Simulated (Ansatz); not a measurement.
Bi4Te3 (R-3m, No. 166, 7 atoms in the cell; start COD 9011203)

Level of theory: LDA in Ansatz (PAW).

Settings: plane-wave cutoff 520 eV, 10×10×10 k mesh, Fermi–Dirac smearing 0.01 eV, scalar-relativistic PAW data made under PBE.

Cell (relaxed at this level):

Space group R-3m, hexagonal axes (No. 166); a = 4.409 Å, b = 4.409 Å, c = 41.006 Å, α = 90.00°, β = 90.00°, γ = 120.00°

```
atom  site  symmetry       x       y       z
----  ----  --------  ------  ------  ------
Bi      6c        3m  0.0000  0.0000  0.2856
Bi      6c        3m  0.0000  0.0000  0.1466
Te      3a       -3m  0.0000  0.0000  0.0000
Te      6c        3m  0.0000  0.0000  0.4224
```
(The calculation used a cell of 7 atoms; values per cell refer to that cell.)

| Quantity | Value |
|---|---|
| band gap | 0.03 eV (under three smearing widths, so not firm) |
| smallest direct gap on the k points sampled | 0.14 eV |
| direct gap at Γ | 0.96 eV |

Note: the relaxation could not lower the start's symmetry, so a distorted cell can lie lower.

Spin–orbit coupling is not included; it can close the smallest gap of 0.03 eV.

The computed numbers hold no vibrational or temperature effects.

Ansatz is an electronic-structure program.
